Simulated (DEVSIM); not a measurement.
System: Al/La2O3/SiO2/n-Si capacitor, at 250 K.

```
layer (left to right)  material  thickness (nm)  Nd (cm⁻³)
---------------------  --------  --------------  ---------
1                         La2O3            7.30          -
2                          SiO2           0.720          -
3                            Si            1700     1.1e17
```

Metal gate on the left, work function 4.1 eV. Fixed charge at the semiconductor interface -4.8e11 cm⁻² (in units of +e); no interface traps.

The device is made up for the run: typed textbook-type constants, with dimensions and the other settings drawn at random. Values at 300 K; Nc and Nv go as T^1.5, mobilities as T to minus their exponent, the gap by Varshni's rule with the affinity fixed.

```
parameter         La2O3  SiO2        Si
----------------  -----  ----  --------
gap (eV)            5.8     9     1.124
affinity (eV)       1.8   0.9      4.05
permittivity         27   3.9      11.7
Nc (cm⁻³)             -     -   2.86e19
Nv (cm⁻³)             -     -    3.1e19
Varshni α (eV/K)      -     -  0.000473
Varshni β (K)         -     -       636
```

Simulated with DEVSIM: 1D Poisson equation in equilibrium, Boltzmann statistics, complete ionisation; no quantum confinement or tunnelling. Metal contacts follow the ideal Schottky-Mott rule: no Fermi-level pinning, no interface dipoles.

The La2O3 thickness was swept, all else fixed.

```
La2O3 thickness (μm)  threshold voltage (band bending 2φF) (V)  capacitance of the dielectric stack (μF/cm²)  flat-band voltage (V)
--------------------  ----------------------------------------  --------------------------------------------  ---------------------
0.0029                                                   -1.00                                          3.03                  -0.04
0.004                                                    -1.01                                          2.66                  -0.03
0.0051                                                   -1.01                                          2.37                  -0.03
0.0062                                                   -1.02                                          2.14                  -0.03
0.0073                                                   -1.02                                          1.95                  -0.02
0.0088                                                   -1.03                                          1.73                  -0.02
```

From the first row to the last the threshold voltage (band bending 2φF) goes from -1.00 to -1.03. From the first row to the last the capacitance of the dielectric stack goes from 3.03 to 1.73.
